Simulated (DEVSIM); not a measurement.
Device: Schottky contact on n-type GaAs, at 300 K.

```tsv
layer (left to right)	material	thickness (μm)	Nd (cm⁻³)	τn (s)	τp (s)
1	GaAs	0.330	4.1e15	5e-10	5e-10
```

Left contact: Schottky, work function 4.93 eV, emission velocity 7.5e6 cm/s. Right contact: ohmic. Voltage is applied to the left contact. Recombination: SRH at mid-gap, radiative. Mobility is μmin + (μ − μmin)/(1 + (N/Nref)^α).

The device is made up for the run: typed textbook-type constants, with dimensions and the other settings drawn at random. Values at 300 K.

| parameter | GaAs |
|---|---|
| gap (eV) | 1.424 |
| affinity (eV) | 4.07 |
| permittivity | 12.9 |
| Nc (cm⁻³) | 4.7e17 |
| Nv (cm⁻³) | 9e18 |
| μn (cm²/Vs) | 8500 |
| μp (cm²/Vs) | 400 |
| μn,min | 500 |
| μp,min | 20 |
| Nref,n | 6e16 |
| Nref,p | 1.5e17 |
| αn | 0.39 |
| αp | 0.38 |
| B (cm³/s) | 2e-10 |

DEVSIM, 1D drift-diffusion, Boltzmann statistics, complete ionisation; no tunnelling, impact ionisation, image-force lowering or self-heating. Metal contacts follow the ideal Schottky-Mott rule: no Fermi-level pinning, no interface dipoles.

Q: Tabulate band edges, carrier densities and field at zero bias.

A: Energies count from the Fermi level of the right contact; mesh points crowd at the junctions.

```
x (μm)    Ec (eV)  Ev (eV)  n (cm⁻³)  p (cm⁻³)  field (V/cm)
--------  -------  -------  --------  --------  ------------
0.000       0.860   -0.564      1700     3.0e9        -32000
0.005366    0.843   -0.581      3200     1.6e9        -31000
0.01175     0.823   -0.601      7000     7.2e8        -31000
0.01935     0.800   -0.624     17000     2.9e8        -31000
0.03039     0.766   -0.658     63000     8.0e7        -30000
0.04152     0.733   -0.691    230000     2.2e7        -29000
0.05476     0.695   -0.729   1000000   5000000        -29000
0.07401     0.641   -0.783   8200000    620000        -28000
0.09341     0.588   -0.836     6.2e7     82000        -26000
0.1165      0.529   -0.895     6.2e8      8200        -25000
0.1440      0.462   -0.962     8.1e9       620        -24000
0.1780      0.385   -1.038    1.6e11     < 1e2        -22000
0.2067      0.326   -1.098    1.6e12     < 1e2        -20000
0.2309      0.279   -1.145    9.5e12     < 1e2        -19000
0.2584      0.231   -1.193    6.2e13     < 1e2        -17000
0.2743      0.205   -1.220    1.7e14     < 1e2        -16000
0.2852      0.187   -1.237    3.3e14     < 1e2        -15000
0.2969      0.170   -1.254    6.6e14     < 1e2        -15000
0.3101      0.150   -1.274    1.4e15     < 1e2        -14000
0.3178      0.140   -1.284    2.1e15     < 1e2        -14000
0.3243      0.131   -1.294    3.0e15     < 1e2        -14000
0.3300      0.123   -1.301    4.1e15     < 1e2        -14000
```
